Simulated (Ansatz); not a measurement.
SiO2: transverse stress against strain

SiO2 (rutile, P4_2/mnm, 7.854 Å³/atom at rest, c along z) under a strain ε along c (axis z), the other axes held. PBEsol in Ansatz, a plane-wave DFT program (PAW, default set), 420 eV, 8×8×12 Γ-centred mesh, Fermi-Dirac smearing 0.05 eV; ions are relaxed within the symmetry of each cell. Stress is positive for a compressed cell.

Here s stands for strain and y for stress xx.

```
strain (%)  stress xx (GPa)
----------  ---------------
-1.20                  2.27
-0.60                  1.15
0.00                   0.00
0.60                  -1.11
1.20                  -2.19
3.00                      ?
```

Question: Fit y against s with a straight line, and predict the withheld value at s = 3.00.

Answer: Means: s 0, y 0.024. About the means, the sum of products is -6.7080 and the sum of squares of s is 3.6000; the slope is their ratio. Least squares gives y = 0.024 - 1.8633·s. Residuals (row less fit): 0.010, 0.008, -0.024, -0.016, 0.022; standard error 0.022 (degrees of freedom: 3). The slope gives the elastic constant C13 = 186 ± 1.2 GPa. At the withheld row, y = 0.024 - 1.8633 × 3.0 = -5.566 GPa. The calculation gives -5.30 GPa, 0.266 GPa above the prediction (3.5 % of the range of y in the table). The row lies outside the fitted rows, so this is an extrapolation. From the scatter of the fitted rows alone, a prediction at this place has a standard error of 0.043 GPa, so the miss is 6.2 times that.

One order more, fitted to all 11 runs of the series, follows each within 0.02, so the miss is the next term of a smooth law. SiO2 is here stishovite, a high-pressure form. Rows are the converged runs of the series near zero and its far end; series whose fitted rows scatter by over a few per cent of the range, as at a crossing or softening among them, aren't shown in this form. Most that stay on the fit to the last digits aren't either.
